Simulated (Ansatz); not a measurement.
Base system: Hf in the hcp (Mg type) structure (space group P6_3/mmc, No. 194; a = 3.1174 Å, c = 4.9501 Å; relaxed with 0.1 eV smearing). Axes: x lies along a and z along c of the hexagonal cell.

Level of theory: LDA (Ansatz, a first-principles code, PAW, no spin-orbit coupling).

The change: biaxial strain +1.00 %, plane normal [001], relaxed out of plane (Cartesian); in-plane vectors clamped, the third vector and the atoms free.

Problem. Estimate the effect on the in-plane stress and out-of-plane strain.

Solution. The mean in-plane stress (compression positive) comes out as -2.1 GPa; the out-of-plane strain amounts to -0.74 %.

Whether these cells are dynamically stable was not tested. All final runs are without spin polarisation.
